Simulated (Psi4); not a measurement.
Psi4 1.11, B3LYP/def2-svp: Cr(O)2(Cl)(NH2) ([NH2][Cr](=[O])(=[O])[Cl]), 7 atoms. The geometry is a generated start, not checked to be a minimum at this level.

```yaml
task: energy
method: b3lyp
basis: def2-svp
memory: 3 GB
maxiter: 100
keys_of_the_molecule_block: symmetry c1
scf_type: df (default)
e_convergence: 1e-06 (default)
d_convergence: 1e-06 (default)
dft_radial_points: 75 (default)
dft_spherical_points: 302 (default)
basis_functions: 101
grid_points: 152073
```

```xyz
7

Cr     0.5474    -0.4835     0.0906
O      1.7327    -0.0859    -0.8209
O      0.7520    -0.7401     1.6022
Cl    -0.3132    -2.1536    -0.7132
N     -0.6680     0.8389    -0.0432
H     -0.7296     1.5097    -0.8044
H     -1.3213     1.1146     0.6889
```

Charge 0 and multiplicity 1 are set for this test and not shown to be the ground state.

With the defaults (scf_initial_accelerator = adiis, diis_max_vecs = 10, diis = true, damping_percentage = 0, guess = auto, which took SAD, soscf = false, soscf_start_convergence = 0.01) it converges in 17 SCF iterations. One run each on 2 threads, with these changes:
- damping_percentage = 60
- scf_initial_accelerator = none, diis = false, damping_percentage = 60
- scf_initial_accelerator = none
- guess = modhuckel
- soscf = true, soscf_start_convergence = 0.001
- scf_initial_accelerator = ediis
- diis_max_vecs = 3
- guess = gwh
- guess = sap

Question: Which of these changes keep the SCF from converging, or lead it to another solution?

Answer: No convergence: scf_initial_accelerator = none; diis_max_vecs = 3; scf_initial_accelerator = none, diis = false, damping_percentage = 60 (the run ends without SCF convergence in 100 iterations). The rest reach the solution of the defaults.

```csv
setting,SCF iterations,JK calls,end
guess = modhuckel,15,45,same solution
"soscf = true, soscf_start_convergence = 0.001",15,31,same solution
guess = sap,15,15,same solution
the defaults,17,18,same solution
scf_initial_accelerator = ediis,17,18,same solution
guess = gwh,19,19,same solution
damping_percentage = 60,97,98,same solution
scf_initial_accelerator = none,100,101,no convergence
diis_max_vecs = 3,100,101,no convergence
"scf_initial_accelerator = none, diis = false, damping_percentage = 60",100,101,no convergence
```

An SOSCF iteration holds several JK calls; a Hückel guess adds calls on atoms. 1 further run of the study ended by our limits or in an error and is left out.
